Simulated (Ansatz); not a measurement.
## Worked sum: formation energy of InPd (CsCl type, Pm-3m) from the elements

This concerns the formation energy of InPd (CsCl type, Pm-3m) from the elements. Reaction: In (I4/mmm) + Pd (fcc) → InPd (CsCl type). The sign is products less reactants. The value is per atom of the solid.

InPd (CsCl type, Pm-3m), 2 atoms in the cell; this is a cell whose start was taken from, or built on, an entry of a structure database, and that this text hasn't matched to a measured one. Conventional cell: a = b = c = 3.3061 Å, α = β = γ = 90.00°.

Setting: static, neutral cells in Ansatz (PAW) whose structures rest at the PBE level. Ansatz (a program for electronic structure) runs with its PAW set soft_1. A dispersion term (D3(BJ), or D4 for r2SCAN) was computed beside these levels and is taken off wherever the name lacks it. Space groups of crystals are read within 0.01 Å. Spin-orbit coupling is left out.

Total energies of the cells in eV, at zero smearing width. They compare only within one column; the weights balance every element.

| cell | atoms | weight | PBE |
|---|---|---|---|
| InPd (CsCl type) | 2 | +1 | -12571.79618 |
| In (I4/mmm) | 1 | −1 | -5597.91342 |
| Pd (fcc) | 1 | −1 | -6972.91002 |

PBE: (-12571.79618) − (-5597.91342) − (-6972.91002) = -0.973 eV; dividing by 2 atoms gives -0.49 eV/atom.

What follows from the PBE value: A formula unit of InPd has 2 atoms, so it forms with -0.4864 × 2 = -0.973 eV, or -93.9 kJ/mol at 96.485 kJ/mol per eV.
